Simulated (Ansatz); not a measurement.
Partial pair distribution functions of a relaxed model of amorphous Ti₂₀O₄₁Ba, broadened by 0.06 Å; density 3.74 g/cm³. Computed with PBE, scalar-relativistic without spin-orbit coupling (plane waves to 420 eV, PAW; Ansatz, an electronic-structure program).

Preparation: random packing, a CHGNet melt and quench, and a DFT relaxation. O atoms were pushed apart under 1.9 Å during the dynamics, to hinder bonds among them. The hot cell started wider than the set density and was brought back towards it in steps. It is the lowest in DFT energy of 2 quenches. It is a model cell: composition and starting density were chosen by hand, and all elements were melted together. No dispersion term was used. Its density started from a set value of 3.74 and ended at 3.74 g/cm³. The quench (nominally 300 K/ps over its main leg) was far faster than any real one, so the model tends to hold more defects than a real film. Values belong to this one cell and scatter from quench to quench. The volume was held where the preparation left it and the shape relaxed, at a PBE pressure of 0.2 GPa.

```tsv
r (Å)	g Ti-O	g O-Ba	g Ti-Ti	g O-O
1.55	0.00	0.00	0.00	0.00
1.65	0.27	0.00	0.00	0.00
1.75	2.39	0.00	0.00	0.00
1.85	5.66	0.00	0.00	0.00
1.95	6.06	0.00	0.00	0.00
2.05	4.30	0.00	0.00	0.00
2.15	2.21	0.00	0.00	0.00
2.25	0.70	0.00	0.00	0.01
2.35	0.13	0.00	0.00	0.20
2.45	0.09	0.00	0.00	1.08
2.55	0.11	0.23	0.00	1.85
2.65	0.12	2.68	0.00	2.77
2.75	0.09	4.73	0.02	3.47
2.85	0.12	3.88	0.46	2.89
2.95	0.20	1.61	1.67	1.92
3.05	0.31	0.41	2.49	1.04
3.15	0.42	0.11	3.10	0.80
3.25	0.37	0.86	2.50	0.82
3.35	0.63	0.90	2.71	0.94
3.45	1.01	0.75	1.65	0.87
3.55	1.01	0.08	1.52	0.44
3.65	1.00	0.13	1.64	0.57
3.75	1.04	0.74	1.55	0.80
3.85	1.20	0.76	1.34	1.00
3.95	1.27	0.46	0.70	1.02
4.05	1.03	0.50	0.38	0.69
4.15	1.23	0.37	0.15	0.51
4.25	1.49	0.25	0.11	0.59
4.35	1.62	1.04	0.09	0.61
4.45	1.42	1.01	0.26	0.67
4.55	1.29	1.66	0.50	0.76
```

Within 2.38 Å each Ti has 5.50 O neighbours on average.
